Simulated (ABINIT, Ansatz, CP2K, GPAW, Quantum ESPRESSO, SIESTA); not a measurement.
One structure in several programs: Al₂Au (Fm-3m, 3 atoms in the cell)

Self-consistent single point.

```xyz
3
Lattice="0.0000 3.0432 3.0432 3.0432 0.0000 3.0432 3.0432 3.0432 0.0000" Properties=species:S:1:pos:R:3 pbc="T T T"
Al     1.5216     1.5216     1.5216
Al     4.5648     4.5648     4.5648
Au     0.0000     0.0000     0.0000
```

All programs got the same cell, k-point mesh and kind of occupations (in Ansatz's words: kpoints.mp_grid.grid = 9 9 9; scf.occupations.method = fermi_dirac; scf.occupations.width = 0.1 eV); potentials, basis and cutoffs are each program's usual ones.

```tsv
code	model	pressure (GPa)	k-points	cutoff
Ansatz	PBE, default PAW files	-1.32	35	420 eV
SIESTA	GGA PBE, numerical atomic orbitals TZP, PseudoDojo PBE standard norm-conserving potentials (rewritten from UPF to PSML)	-1.20	365	grid 350 Ry
GPAW	PBE, GPAW PAW datasets PBE (gpaw-data 1.0.1)	-0.95	35	600 eV
Quantum ESPRESSO	PBE, PseudoDojo standard norm-conserving (PBE) pseudopotentials	-1.46	35	80 Ry
ABINIT	PBE, norm-conserving pseudopotentials (PseudoDojo nc-sr-05 PBE standard)	-1.46	35	38 Ha
CP2K	PBE, GPW, DZVP-MOLOPT-SR-GTH basis, GTH-PBE potentials (GTH_POTENTIALS)	-0.01	365	grid 500 Ry
```

The spread over the programs that give each value: pressure within 1.45 GPa.

The starting cell comes from a database of computed structures (which also holds hypothetical and non-ambient phases and stackings), without a prior relaxation at this level. Its lattice was rescaled by a random factor within 2.5 % of one. On Ansatz's run: Spin-orbit coupling is off.

Problem. Why do the programs differ, and what cannot be compared?

Solution. Differences of this kind can come from the potentials, where these differ, and from what each basis and cutoff leave unconverged. The valence holds different numbers of electrons (Ansatz (a program for electronic structure) 25, SIESTA 25, GPAW 17, Quantum ESPRESSO 25, ABINIT 25, CP2K 17). The zero of total energies and Fermi levels follows the potentials and each program's conventions, so they are not compared here. SIESTA and CP2K use small atom-centred bases, whose incompleteness enters pressures, forces and empty levels differently from a plane-wave cutoff. Ansatz's pressure is given at a fixed set of plane waves, as the other plane-wave codes print theirs; with its correction for the finite basis it is -1.27 GPa. The programs reduce the same mesh by symmetry to different extents, which changes the work and not the result. In the pressure, CP2K (by 1.38) lies more than 1 GPa from the median of the plane-wave programs.

Left out of this page: Elk and FLEUR (not drawn, or without a comparable value).

Keys are those of Ansatz 0.2.
